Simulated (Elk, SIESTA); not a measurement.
A SIESTA input for a self-consistent single point of InRh (P1, 2 atoms in the cell) (DFT, GGA PBEsol, numerical atomic orbitals TZP, PseudoDojo PBEsol standard norm-conserving potentials (rewritten from UPF to PSML)):

```
# files in the folder: In.psml Rh.psml (PseudoDojo PBEsol standard)
SystemName  InRh
SystemLabel InRh

NumberOfAtoms                2
NumberOfSpecies              2
%block ChemicalSpeciesLabel
  1 49 In
  2 45 Rh
%endblock ChemicalSpeciesLabel
LatticeConstant              1.0 Ang
%block LatticeVectors
     3.209680000    0.000000000    0.000000000
     0.000000000    3.209680000    0.000000000
     0.000000000    0.000000000    3.209680000
%endblock LatticeVectors
AtomicCoordinatesFormat      Fractional
%block AtomicCoordinatesAndAtomicSpecies
    -0.007485000    0.004899000    0.012152000  1
     0.507485000    0.495101000    0.487848000  2
%endblock AtomicCoordinatesAndAtomicSpecies

XC.functional                GGA
XC.authors                   PBEsol
PAO.BasisSize                TZP
PAO.EnergyShift              0.01 Ry
MeshCutoff                   350 Ry
%block kgrid.MonkhorstPack
   10   0   0  0.0
    0  10   0  0.0
    0   0  10  0.0
%endblock kgrid.MonkhorstPack
OccupationFunction           MP
OccupationMPOrder            0
ElectronicTemperature        2320.9 K

MaxSCFIterations             150
SCF.Mixer.Method             Pulay
SCF.Mixer.Weight             0.1
SCF.Mixer.History            8
SCF.DM.Tolerance             1.0E-05
Diag.ParallelOverK           true
WriteForces                  true
Charge.Mulliken              end
```

### Question
Write the same calculation as an input for Elk.

### Answer
One input that does it (others would too):

```
tasks
  0

xctype
  22

rgkmax
  7.0

stype
  0

swidth
  0.00734986

avec
    6.0654161477    0.0000000000    0.0000000000
    0.0000000000    6.0654161477    0.0000000000
    0.0000000000    0.0000000000    6.0654161477

sppath
  './'

atoms
  2   : nspecies
  'In.in'   : spfname
  1   : natoms; atposl, bfcmt below
  -0.0074850000  0.0048990000  0.0121520000    0.0 0.0 0.0
  'Rh.in'   : spfname
  1   : natoms; atposl, bfcmt below
  0.5074850000  0.4951010000  0.4878480000    0.0 0.0 0.0

ngridk
  10 10 10
```

Basis settings and potentials, where a program has them, do not carry over. This input uses DFT, PBEsol, all-electron FP-LAPW, Elk's shipped species files, default APW+lo basis.

The starting cell comes from a database of computed structures (which also holds hypothetical and non-ambient phases and stackings), without a prior relaxation at this level. For this run, on top of that: atoms moved at random.
